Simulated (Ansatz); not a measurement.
The parent structure is Nb in the bcc (W type) structure (space group Im-3m, No. 229; a = 3.304 Å; relaxed with 0.1 eV smearing). Axes: x, y, z lie along the cube axes.

Calculations: Ansatz (an electronic-structure program), r2SCAN, PAW, cutoff 500 eV, spin-orbit coupling left out.

Perturbation: an isotropic linear strain of +1.00 %, atoms relaxed at fixed cell.

Q: Predict the stress tensor and what it implies for the stiffness.

A: Stress of the strained cell less that of the base (GPa, compression positive):
```
   -4.9     0.0     0.0
    0.0    -4.9     0.0
    0.0     0.0    -4.9
```

Then B = −ΔP/(ΔV/V₀) with ΔV/V₀ = 0.0303 gives secant stiffness values (nonlinear terms included at this strain): B ≈ 162 GPa.

As a check, the harmonic strain energy −½ V₀ Δσ:ε is 8.3 meV/atom; the computed energy rise is 8.6 meV/atom.

Whether these cells are dynamically stable was not tested. The final runs are not spin-polarised.
